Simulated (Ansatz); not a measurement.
Adsorption energy and surface dipole of N on the 1x1 (0001) surface of hcp Ru, one in a 3x3 cell, started at the site 'bridge Ru-Ru (span 2.7 Å)', worked from the runs' numbers; total energies count from the potentials' own zero.

Calculation: PBE (plane waves to 420 eV, PAW; Ansatz, a quantum-chemistry and plane-wave program).

Slab: 37 atoms, 6.3 Å thick at the start under the adsorbate (thin: gaps and levels are the slab's own); k 4x4x1, smearing 0.1 eV, dipole-corrected; 18 atoms held, the rest relaxed; start symmetry kept, larger cells not searched; no spin, no spin-orbit, no U, no dispersion correction. At the end it is bonded to 3 Ru. In PBE it is, or lies within 0.03 eV of, the lowest of the starts that converged.

```json
[
 {"quantity": "slab with the adsorbate", "value": "-211998.818 eV"},
 {"quantity": "clean slab, same cell and mesh", "value": "-211613.688 eV"},
 {"quantity": "reference, ½ N2(g)", "value": "-384.013 eV"},
 {"quantity": "area of the cell", "value": "57.72 Å²"},
 {"quantity": "change of the step from the bottom to the top vacuum level", "value": "0.139 eV"}
]
```

What is the adsorption energy against this reference?

E(slab + adsorbate) − E(slab) − E(reference) = -1.12 eV, so in this state the adsorbate is more stable than in the reference, at a coverage of 1.73 a nm².

What dipole does adsorption add to the slab along the outward normal (Helmholtz relation, ε₀ = 0.005526 e/(V·Å))?

p = −ε₀·A·ΔV = -0.044 e·Å = -0.21 D; its negative end points to the vacuum, which raises the vacuum level.
